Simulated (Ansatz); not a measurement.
Base system: Ni₂Si (space group Pnma, No. 62; a = 4.9156 Å, b = 3.6982 Å, c = 7.0080 Å; non-magnetic). Axes: x, y, z lie along a, b, c of the conventional cell.

Calculations: Kohn–Sham DFT with the PBEsol functional, run in Ansatz (an electronic-structure program) with PAW and 420 eV plane waves, no SOC.

Base values:

| Property | Result |
|---|---|
| Pressure | 0.0 GPa |
| Band gap | zero |
| Shortest interatomic distance | 2.291 Å |

The change: biaxial strain −1.88 %, plane normal [001], relaxed out of plane (Cartesian); in-plane vectors clamped, the third vector and the atoms free.

Q: What does the calculation give for the pressure after the change?

A: The pressure (mean of the normal stresses, compression positive) goes from zero to 4.3 GPa.

Q: Estimate the effect on the band gap.

A: The band gap is still zero.

Q: Estimate the effect on the shortest interatomic distance.

A: The shortest interatomic distance shrinks by 0.010 Å to 2.281 Å.

No phonon test of stability was made. Seeded moments were not kept for the base. The final runs are not spin-polarised.
